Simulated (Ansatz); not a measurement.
Take CdS in the wurtzite structure (space group P6_3mc, No. 186) as the base.

```xyz
4
Lattice="4.1638 0.0000 0.0000 -2.0819 3.6059 0.0000 0.0000 0.0000 6.7662" Properties=species:S:1:pos:R:3 pbc="T T T"
Cd     2.0819     1.2020     0.0072
Cd     0.0000     2.4040     3.3903
S      2.0819     1.2020     4.2230
S      0.0000     2.4040     0.8399
```

Calculations: r2SCAN (Ansatz, an electronic-structure program; PAW; 500 eV plane waves; no spin-orbit coupling).

For the base:

The band gap comes out as 1.63 eV, the valence-band top at Γ is 0.00, 0.00, -0.04 eV and the volume per atom is 25.40 Å³.

It is then changed as follows: Zn takes the place of Cd on all its sites, then cell and atoms are relaxed.

Tabulated Pauling electronegativity and covalent radius: Cd 1.69, 1.44 Å; Zn 1.65, 1.22 Å.

Question: Estimate the effect on the band gap, valence-band top at Γ and volume per atom.

Answer: The band gap rises by 1.145 eV to 2.78 eV; the valence-band top at Γ (three highest levels, from the VBM) goes from 0.00, 0.00, -0.04 eV to 0.00, 0.00, -0.09 eV; the volume per atom decreases by 5.81 Å³, from 25.40 Å³ to 19.59 Å³.

Stability against distortions was not tested.
